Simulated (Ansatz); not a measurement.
## Input and output of a self-consistent single point for NaF (Fm-3m, 2 atoms in the cell) (Ansatz)

Method of the run: PBE (plane waves, PAW; Ansatz, a quantum-chemistry and plane-wave program).

The input file:

Ansatz 0.2 input:
```yaml
crystal:
  lattice:
    - [0.000000, 2.315000, 2.315000]
    - [2.315000, 0.000000, 2.315000]
    - [2.315000, 2.315000, 0.000000]
  atoms:
    - { symbol: Na, position: [0.000000, 0.000000, 0.000000] }
    - { symbol: F, position: [0.500000, 0.500000, 0.500000] }
basis:
  ecutwfc: 420.0
kpoints:
  mp_grid: { grid: [6, 6, 6] }
hamiltonian:
  xc: pbe
  pseudopotentials: { kind: paw }
scf:
  occupations: { method: fermi_dirac, width: 0.05 }
output:
  forces: true
  eigenvalues: true
  stress: true
```

Output, abridged:

```
WARN ansatz: RAYON_NUM_THREADS=1 ignored (pool sized by the plan → 1); use --threads N
Pseudopotentials: kind: paw
Pseudopotential: Na, paw, valence charge 9
Pseudopotential: F, paw, valence charge 7
Crystal: 2 atoms, lattice volume = 24.813 Å³
Basis set: ecut = 420 eV, 531 PW (Γ), exchange–correlation on 48×48×48 points (8 copies of the dense FFT grid, shifted against one another)
Bands: 12, of which v1, the nominal top of the filled ones, is band 8 counted from 1 (7 counted from 0)
Symmetry: 48 space group operations
Space group: Fm-3m (ITA 225), of the structure as read, at distance tolerance 2.9e-5 Å
k-points: 16 of 216
Initial density: superposition of atomic densities (neutral atoms: chi_scale 0, normalization atom), corrected by the library's trained network
Initial wavefunctions: pseudopotential atomic-orbital guess
Eigensolver: davidson
Functional: x = pbe(κ = 0.804, μ = 0.2195149727645171), c = pbe(β = 0.06672455060314922)
SCF iter   1: F=—  HF=-2297.423526 eV  |F-HF|=—  |Δ(HF+E_count)|=         —  Δρ=6.88e-4  dr2=7.35e-5  ethr=1.77e-3  ⟨swp⟩=5.1  Hψ=1068  notcnv=0
all-band conjugate gradients solve this SCF's bands
preconditioner: auto → none
SCF iter   2: F=—  HF=-2297.423157 eV  |F-HF|=—  |Δ(HF+E_count)|=   3.69e-4  Δρ=9.03e-4  dr2=1.11e-4  ethr=4.60e-7  ⟨swp⟩=2.5  Hψ=467  notcnv=0
SCF iter   3: F=—  HF=-2297.423140 eV  |F-HF|=—  |Δ(HF+E_count)|=   1.72e-5  Δρ=2.93e-4  dr2=9.05e-6  ethr=4.60e-7  ⟨swp⟩=2.1  Hψ=238  notcnv=0
SCF iter   4: F=—  HF=-2297.423156 eV  |F-HF|=—  |Δ(HF+E_count)|=   1.61e-5  Δρ=3.96e-5  dr2=1.20e-7  ethr=5.66e-8  ⟨swp⟩=3.0  Hψ=320  notcnv=0
SCF iter   5: F=—  HF=-2297.423157 eV  |F-HF|=—  |Δ(HF+E_count)|=   1.40e-6  Δρ=3.95e-5  dr2=2.59e-7  ethr=7.49e-10  ⟨swp⟩=2.0  Hψ=304  notcnv=0
SCF iter   6: F=-2297.423157 eV  HF=-2297.423157 eV  |F-HF|=2.84e-8  |Δ(HF+E_count)|=   7.10e-8  Δρ=1.35e-5  dr2=3.11e-8  ethr=6.25e-10  ⟨swp⟩=2.0  Hψ=623  notcnv=0
SCF 1 converged in 6 iterations: F = -2297.423157 eV  dr2 = 3.11e-8
SCF converged after 6 iterations
Free energy (F): -2297.423157 eV
Harris-Foulkes:  -2297.423157 eV  (|F-HF|=2.84e-8)
Internal energy: -2297.423157 eV  (E = F + TS)
E sigma→0 (E₀):  -2297.423157 eV
Fermi energy:    4.263420 eV
--- Per-component energies (eV) ---
  E_band       = -233.120620
  E_kinetic    = 329.301180
  E_local      = -1691.180761  (includes V_loc(G=0)·N_el)
  E_nonlocal   = 188.714698
  E_hartree    = 599.975054
  E_xc         = -120.220261
  E_vxc        = -154.212232  (∫ρ·V_xc dr)
  E_paw        = -463.646484  (= ΣΔE_a)
  E_vpaw       = -105.689963  (= ΣTr[D̂ρ^β])
  E_aug_tail   = 0.002010  (compensation charges beyond the density's cutoff)
  E_ewald      = -1140.368592
  E_smearing   = -0.000000  (= −TS)
  E_closure    = -0.000000  (closes the sum)
  Σ components = -2297.423157   (vs F -2297.423157, Δ=0.00e0)
--- Forces (eV/Å), atoms counted from 1 ---
  atom   1  Na    -0.00000000     0.00000000    -0.00000000
  atom   2  F      0.00000000    -0.00000000    -0.00000000
  max |Σ_I F_I| component: 3.49e-29 eV/Å
--- Stress (GPa, compression-positive) ---
        2.274043       0.000000       0.000000
       -0.000000       2.274043       0.000000
        0.000000       0.000000       2.274043
  P = ⅓ Tr σ = 2.2740 GPa (22.740 kbar)
  The stress holds the Pulay correction. Without it, at fixed plane waves, as pw.x and ABINIT print it: P = 1.8021 GPa
--- Band table (eV; the first three rows and the last of 16) ---
  k-point 0: bands = ["-46.0340", "-18.1256", "-17.8976", "-17.8976", "-17.8976", "1.0389", "1.0389", "1.0389", "7.3689", "20.0462", "20.0462", "20.0462"]
  k-point 1: bands = ["-46.0307", "-18.4133", "-17.9007", "-17.9007", "-17.5776", "0.5557", "0.9750", "0.9750", "8.2955", "17.5711", "20.4487", "20.4487"]
  k-point 2: bands = ["-46.0241", "-18.6713", "-17.9068", "-17.9068", "-17.2541", "-0.2182", "0.8479", "0.8479", "10.2819", "15.0571", "21.0719", "21.0719"]
  k-point 15: bands = ["-46.0166", "-18.3072", "-18.0164", "-17.9726", "-17.4999", "-0.0422", "0.3909", "0.5090", "14.2481", "14.3232", "15.6735", "18.7954"]
```

The run converged in 6 iterations.

The starting cell has typed, rounded lattice constants, without a prior relaxation at this level. Ansatz's pressure includes its estimate of the finite-basis (Pulay) stress.
